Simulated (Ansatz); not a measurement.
Given:

```
AgBr
1.0
    0.00000     2.97995     2.97995
    2.97995     0.00000     2.97995
    2.97995     2.97995     0.00000
Ag Br
1 1
Direct
  0.00000   0.00000   0.00000
  0.50000   0.50000   0.50000
```

No spin polarisation.

Computed with PBE, PAW, 420 eV (Ansatz, a program for electronic structure; no SOC). Settings: 10×10×10 k-points, 0.05 eV Fermi–Dirac smearing.

Task: What band gap does the calculation give?

Result: 0.72 eV.

Task: What gap character does the calculation give?

Result: Indirect, L → Γ.

Load acts through the strain it causes; cell and atoms are relaxed under it. Whether these cells are dynamically stable was not tested. The cell was made from AgBr in the rock salt structure (space group Fm-3m, No. 225) by this change: pressure −2 GPa.
